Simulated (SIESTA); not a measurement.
## Several settings converged on HfN (I4mm, 2 atoms in the cell)

```yaml
crystal:
  lattice:
    - [0.00000, 2.24870, 2.24870]
    - [2.24870, 0.00000, 2.24870]
    - [2.24870, 2.24870, 0.00000]
  atoms:
    - { symbol: Hf, position: [0.01112, 0.01112, 0.98888] }
    - { symbol: N, position: [0.50000, 0.50000, 0.50000] }
```

Base method: SIESTA with GGA PBEsol, numerical atomic orbitals DZP, PseudoDojo PBEsol standard norm-conserving potentials (rewritten from UPF to PSML).

Base settings: XC.functional = GGA; XC.authors = PBEsol; potentials = PseudoDojo PBEsol standard; PAO.BasisSize = DZP; PAO.EnergyShift = 0.01 Ry; MeshCutoff = 400 Ry; kgrid.MonkhorstPack = 6 6 6; OccupationFunction = FD; ElectronicTemperature = 1160.45 K; MaxSCFIterations = 150.

**The k-point mesh at a smearing width of 0.02 eV**

In this ladder: ElectronicTemperature = 232.09 K.

Only quantities that move along the ladder and can be compared are tabulated.

| kgrid.MonkhorstPack | free energy less the last step's (meV/atom) | pressure (GPa) | largest difference of a force vector from the last step's (eV/Å) |
|---|---|---|---|
| 5 5 5 | -5.83 | 2.79 | 0.003 |
| 6 6 6 | -18.58 | 2.63 | 0.003 |
| 8 8 8 | 10.21 | 3.19 | 0.008 |
| 11 11 11 | 3.20 | 2.88 | 0.001 |
| 17 17 17 | 0.55 | 2.79 | 0.004 |
| 25 25 25 | -0.22 | 2.80 | 0.002 |
| 30 30 30 | 0.00 | 2.79 | 0.000 |

Coarsest kgrid.MonkhorstPack that holds the free energy within 5 meV/atom of the last step, with all finer ones: 11 11 11; the step before is off by 10 meV/atom.

Coarsest kgrid.MonkhorstPack that holds the pressure within 0.05 GPa of the last step, with all finer ones: 17 17 17; the step before is off by 0.10 GPa.

**The width of Fermi-Dirac smearing**

In this ladder: kgrid.MonkhorstPack = 10 10 10.

Narrow widths need finer meshes than wide ones, so the last steps can hold mesh noise.

Only quantities that move along the ladder and can be compared are tabulated; pressure and forces are left out, as mesh noise rules them at narrow widths.

```csv
ElectronicTemperature,free energy less the last step's (meV/atom)
11604.5 K,-457.64
5802.26 K,-111.67
3481.36 K,-38.70
1160.45 K,0.00
```

Widest ElectronicTemperature that holds the free energy within 5 meV/atom: not settled: the last two steps still differ by 39 meV/atom, over half the tolerance, so the ladder does not show it.

**The SCF threshold**

In this ladder: SCF.DM.Tolerance = default; SCF.DM.Converge = false; SCF.H.Converge = false; SCF.FreeE.Converge = true.

The mesh stays at the base's, so the ladder's end is converged at best in this setting alone.

Only quantities that move along the ladder and can be compared are tabulated.

| SCF.FreeE.Tolerance | free energy less the last step's (meV/atom) | pressure (GPa) |
|---|---|---|
| 1.0E-01 eV | 2.77 | 1.45 |
| 1.0E-03 eV | 0.01 | 2.57 |
| 1.0E-05 eV | 0.01 | 2.69 |
| 1.0E-07 eV | 0.00 | 2.64 |
| 1.0E-10 eV | 0.00 | 2.64 |

Coarsest SCF.FreeE.Tolerance that holds the pressure within 0.5 GPa of the last step, with all finer ones: 1.0E-03 eV; the step before is off by 1.2 GPa.

Coarsest SCF.FreeE.Tolerance that holds the free energy within 1 meV/atom of the last step, with all finer ones: 1.0E-03 eV; the step before is off by 2.8 meV/atom.

On the base run: the starting cell has typed, rounded lattice constants, without a prior relaxation at this level. Its lattice was rescaled by up to half a per cent. One atom was moved a little off its site on purpose. Values carry the incompleteness of an atom-centred basis.

Left out of this page: 2 runs of the series outside the window shown, repeating another row's setting, or not comparable; 1 run of the series failed or unconverged.
